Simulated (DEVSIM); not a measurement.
System: Pd/Si3N4/p-Ge capacitor, at 300 K.

Layer 1 from the left is Si3N4, thickness (nm) 10.0. Layer 2 from the left is Ge, thickness (nm) 5400, Na (cm⁻³) 1.2e15.

Metal gate on the left, work function 5.2 eV. Fixed charge at the semiconductor interface -2.4e11 cm⁻² (in units of +e); no interface traps.

Constants are typed, rounded textbook-type inputs, not results; the design itself was drawn at random and stands for no fabricated device. Values at 300 K.

Si3N4: gap (eV) 5.1, affinity (eV) 2.1, permittivity 7.5. Ge: gap (eV) 0.664, affinity (eV) 4, permittivity 16, Nc (cm⁻³) 1.04e19, Nv (cm⁻³) 6e18.

Question: Estimate by hand the flat-band voltage, the threshold voltage, and compare with a numerical solution.

Answer: 
- Flat-band voltage: C = 0.664 μF/cm², work-function difference 0.756 V; VFB = φms − qNf/C = 0.81 V; numerical 0.81 V.
- Threshold voltage: φF = 0.105 V, depletion charge √(4εqNφF) = 1.07e-8 C/cm²; VT = VFB + 2φF + Qd/C = 1.04 V; numerical 1.04 V.

DEVSIM, 1D Poisson equation in equilibrium, Boltzmann statistics, complete ionisation; no quantum confinement or tunnelling. Metal contacts follow the ideal Schottky-Mott rule: no Fermi-level pinning, no interface dipoles.
